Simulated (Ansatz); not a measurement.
# A computed series for MoS2: pressure series

The reference is MoS2 in the 2H-MoS2 type structure (space group P6_3/mmc, No. 194; a = 3.1494 Å, c = 12.0915 Å; layered, stacked along the Cartesian z axis).

Cell and atoms are relaxed at each pressure.

Calculations: PBE-D3(BJ), PAW, 420 eV (Ansatz, an electronic-structure program; no spin-orbit coupling), earlier PAW set.

Computed cases, in order: pressure −2 GPa; pressure −1 GPa; 0 GPa (base); pressure 0.9 GPa; pressure 2.1 GPa; pressure 4.5 GPa; pressure 9 GPa; pressure 15 GPa; pressure 22.5 GPa; pressure 30 GPa.

Between which two neighbouring cases does the band gap open or close?

Between pressure 15 GPa (0.10 eV) and pressure 22.5 GPa (zero). The whole series: pressure −2 GPa: 1.04 eV; pressure −1 GPa: 0.87 eV; 0 GPa (base): 0.78 eV; pressure 0.9 GPa: 0.70 eV; pressure 2.1 GPa: 0.62 eV; pressure 4.5 GPa: 0.49 eV; pressure 9 GPa: 0.31 eV; pressure 15 GPa: 0.10 eV; pressure 22.5 GPa: zero; pressure 30 GPa: zero.

A case with no gap was solved on a k-mesh chosen for an insulator, which is coarse for it. Load acts through the strain it causes; cell and atoms are relaxed under it. Whether these cells are dynamically stable was not tested. No other phases were tried under pressure. All final runs are without spin polarisation. The zero or small gap of MoS2 under pressure 15 GPa, MoS2 under pressure 22.5 GPa and MoS2 under pressure 30 GPa can change with the level of theory.
